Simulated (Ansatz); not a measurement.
The starting structures come from a database of crystals and need not be the phases stable at ambient conditions.

 Where the default PAW files enter, the runs use the earlier of Ansatz's two default sets.

Given:

```
WO3
1.0
    7.25488     0.00000     0.00000
   -3.62744     6.28291     0.00000
    0.00000     0.00000     3.73026
W O
3 9
Direct
  0.50000   0.00000   0.00000
  0.50000   0.50000   0.00000
  0.00000   0.50000   0.00000
  0.57154   0.78577   0.00000
  0.42846   0.21423   0.00000
  0.78577   0.57154   0.00000
  0.21423   0.42846   0.00000
  0.21423   0.78577   0.00000
  0.78577   0.21423   0.00000
  0.50000   0.50000   0.50000
  0.00000   0.50000   0.50000
  0.50000   0.00000   0.50000
```

Space group of this cell: P6/mmm. The cell is strained (all lengths scaled by 0.98); by PBEsol its mean pressure is 13.8 GPa.

Transport runs along the normal of the first two printed cell vectors, the (001) plane of the conventional cell.

The gap is the functional's own. No spin-orbit coupling. Mid-gap values are interpolated on the energy grid.

Problem. Compute, with PBEsol in Ansatz (a quantum-chemistry and plane-wave program), the band gap and the smallest decay constant κ at mid-gap.

Solution. Gap 0.70 eV on a 6×6×8 mesh; κ = 0.109 1/Å, at the zone centre.
